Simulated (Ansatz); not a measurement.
# Ho in the hcp (Mg type) structure (space group P6_3/mmc, No. 194; ferromagnetic)

```cif
data_Ho2
_chemical_formula_sum 'Ho2'
_space_group_name_H-M_alt 'P 1'
_space_group_IT_number 1
_cell_length_a 3.67525
_cell_length_b 3.67525
_cell_length_c 5.92009
_cell_angle_alpha 90.000
_cell_angle_beta 90.000
_cell_angle_gamma 120.000
loop_
_space_group_symop_operation_xyz
  'x, y, z'
loop_
_atom_site_label
_atom_site_type_symbol
_atom_site_fract_x
_atom_site_fract_y
_atom_site_fract_z
_atom_site_occupancy
Ho1 Ho 0.33333 0.66667 0.75000 1
Ho2 Ho 0.66667 0.33333 0.25000 1
```

Computed with PBE (Ansatz, a quantum-chemistry and plane-wave program), no spin-orbit coupling. Settings: 15×15×8 k-points, 0.05 eV Fermi–Dirac smearing.

The volume per atom is 34.63 Å³. The density is 7.91 g/cm³ and the magnetic state comes out as ferromagnetic. The total energy is -11319.275 eV/atom (σ→0; compares only within this code and set-up).

Other magnetic orders, which the real material may have, were not ruled out. Open 4f shells without U are poorly described, and the f state was not checked. Whether these cells are dynamically stable was not tested.
